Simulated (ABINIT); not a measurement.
## Equation of state of rock-salt ZrC (space group 225): energy against volume (ABINIT, PBE)

```
ZrC
1.0
    0.00000     2.30822     2.30822
    2.30822     0.00000     2.30822
    2.30822     2.30822     0.00000
Zr C
1 1
Direct
  0.00000   0.00000   0.00000
  0.50000   0.50000   0.50000
```

Method of the run: PBE, norm-conserving pseudopotentials (PseudoDojo nc-sr-05 PBE standard) (plane waves; ABINIT). Settings: pseudos = [Zr.upf, C.upf]; ecut = 53 Ha; ixc = 11; occopt = 3; tsmear = 0.00183747 Ha; ngkpt = 21 21 21; nshiftk = 1; shiftk = 0 0 0; potentials = PseudoDojo nc-sr-05 PBE standard; nband = 13; kptopt = 1; nstep = 80; tolvrs = 1e-11. The cell above is the first row's. The rows scale it uniformly. In all rows fractional positions and the k mesh are held. E is the free energy at the stated smearing, counted from the lowest row.

| V (Å^3/atom) | E (meV/atom) |
|---|---|
| 12.298 | 34.04 |
| 12.565 | 13.80 |
| 12.833 | 2.76 |
| 13.100 | 0.00 |
| 13.367 | 4.72 |
| 13.635 | 16.17 |
| 13.902 | 33.70 |
| 14.169 | 56.71 |
| 14.437 | ? |

Question: Fit E against V with the third-order Birch-Murnaghan form, a cubic in V^(-2/3), and predict the withheld value at V = 14.437.

Answer: With u = V^(-2/3) - 0.179, the rows have u = 0.008691, 0.006023, 0.003438, 0.000950, -0.001454, -0.003788, -0.006039, -0.008219. Least squares gives E = 0.995 - 1641.22·u + 625599·u² + 72255·u³. Residuals (row less fit): 0.008, -0.020, 0.010, -0.001, 0.016, -0.015, -0.006, 0.005; standard error 0.017 (degrees of freedom: 4). Its minimum lies at u = 0.001311, so V0 = (0.180311)^(-3/2) = 13.06. There d²E/du² = 1252000 and d³E/du³ = 433500, so B0 = (4/9) × 13.06^(-7/3) × 1252000 × 0.160218 = 222 GPa (the last factor turns the table's units into GPa), and B0' = 4 + (2/3) × 0.180311 × (433500)/1252000 = 4.0. The program's pressures in the fitted runs (not shown) pass through zero at V = 13.06, 0.01 % from this V0. At the withheld row, u = -0.010339, so E = 0.995 - 1641.22 × (-0.010339) + 625599 × (-0.010339)² + 72255 × (-0.010339)³ = 84.757 meV/atom. The calculation gives 84.65 meV/atom, 0.107 meV/atom below the prediction (0.1 % of the range of E in the table). The row lies outside the fitted rows, so this is an extrapolation. From the scatter of the fitted rows alone, a prediction at this place has a standard error of 0.041 meV/atom, so the miss is 2.6 times that.

Carrying the step between the two nearest rows on in a straight line would have given 79.81, off by 4.84; series whose last step already gives the withheld value aren't shown. The scan was laid around a cell of about the measured size, scaled by a guess for this functional. The runs keep the symmetry of the cell, so they don't test it for distortions. Cutoffs and mesh are single choices, not tested for convergence of this quantity. Series with a scatter that would blur these digits, or in which a gap closes, are not shown. Nor are scans whose minimum lies at an end fitted in this form.
